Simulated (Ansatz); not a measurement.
## Response to strain in BeTe

Consider BeTe in the zinc blende structure (space group F-43m, No. 216).

```
CELL_PARAMETERS angstrom
      0.00000     2.77712     2.77712
      2.77712     0.00000     2.77712
      2.77712     2.77712     0.00000
ATOMIC_POSITIONS crystal
  Be 0.00000 0.00000 0.00000
  Te 0.25000 0.25000 0.25000
```

Cartesian axes are those of the cell as printed.

Strains are applied to the cell and any free atomic positions relax.

Computed with Ansatz (a program for electronic structure) LDA, without spin-orbit coupling.

| uniaxial strain ε_zz (%) | band gap (eV) |
|---|---|
| -3 | 1.46 |
| -2.5 | 1.51 |
| -2 | 1.57 |
| -1.5 | ? |
| -1 | 1.68 |
| -0.5 | 1.74 |
| 0 | 1.79 |

Q: Fit E_g = E₀ + Dε (ε in %) to the rows shown and predict the withheld row.

A: Least squares on the printed values gives E₀ = 1.79 eV, D = 111 meV per % of strain (largest residual 0.00 eV); this predicts 1.63 eV, and the run gives 1.63 eV, in agreement.

With Te present, leaving out spin-orbit coupling can change the band edges. No phonon test of stability was made.
